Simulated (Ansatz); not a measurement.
Cd2P3Cl (C2/c, No. 15; cell taken from a computed entry) was calculated with LDA in Ansatz (PAW).

Numerical settings: plane-wave cutoff 520 eV, 6×6×6 k mesh, Fermi–Dirac smearing 0.01 eV, scalar-relativistic PAW data made under PBE.

Cell (relaxed with PBEsol):

Cd₂ClP₃ is taken in the monoclinic space group C2/c (No. 15), Pearson symbol mS24. Conventional cell: a = 7.9515 Å, b = 8.9705 Å, c = 7.5083 Å, α = γ = 90.00°, β = 100.85°. Cd on 8f is coordinated by 3 P at 2.511–2.617 Å and 1 Cl at 2.673 Å. P1 on 8f has 2 P at 2.187–2.198 Å and 2 Cd at 2.541–2.617 Å. P2 on 4e has 2 P at 2.198 Å and 2 Cd at 2.511 Å (tetrahedral). Cl on 4e sees 2 Cd at 2.673 Å (bent). (Neighbours: up to the widest gap in distance over summed covalent radii, below 1.35, at either atom; cation-cation and far metal-metal contacts left out.)
(The calculation used a cell of 12 atoms; values per cell refer to that cell.)

**Question.** What does this level give for the band gap, smallest direct gap on the k points sampled and direct gap at Γ?

**Answer.** 
band gap: 1.03 eV
smallest direct gap on the k points sampled: 1.49 eV
direct gap at Γ: 2.45 eV

Note: cell and atoms aren't relaxed at this level (largest force component 0.11 eV/Å, pressure -2.1 GPa).

Spin–orbit coupling is not included.

Ansatz is a quantum-chemistry and plane-wave program.
